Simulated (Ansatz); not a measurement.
End structure of a constructed model of the (0001) surface of hcp Zr, a pseudomorphic layer of Pt in the host's stacking (bottom of the slab: a bare face, its two planes held):

```xyz
7
Lattice="3.2325 0.0000 0.0000 -1.6162 2.7994 0.0000 0.0000 0.0000 32.0000" Properties=species:S:1:pos:R:3 pbc="T T T"
Zr     1.6162     0.9331     8.2193
Zr     0.0000     1.8663    10.8043
Zr     1.6162     0.9331    13.4184
Zr     0.0000     1.8663    16.0117
Zr     1.6162     0.9331    18.6249
Zr     0.0000     1.8663    21.2218
Pt     1.6162     0.9331    23.1734
```

Model: 7-atom slab, 15.6 Å thick at the start, 13x13x1 mesh, Fermi-Dirac 0.1 eV, dipole correction, 2 atoms held, the rest relaxed; start symmetry kept, larger cells not searched; no spin, no spin-orbit, no U. It is one candidate, not shown to be the stable structure of the face.

### Question
Estimate the work function of the top face that Ansatz (a first-principles code) with PBE returns for this input.

### Answer
4.53 eV
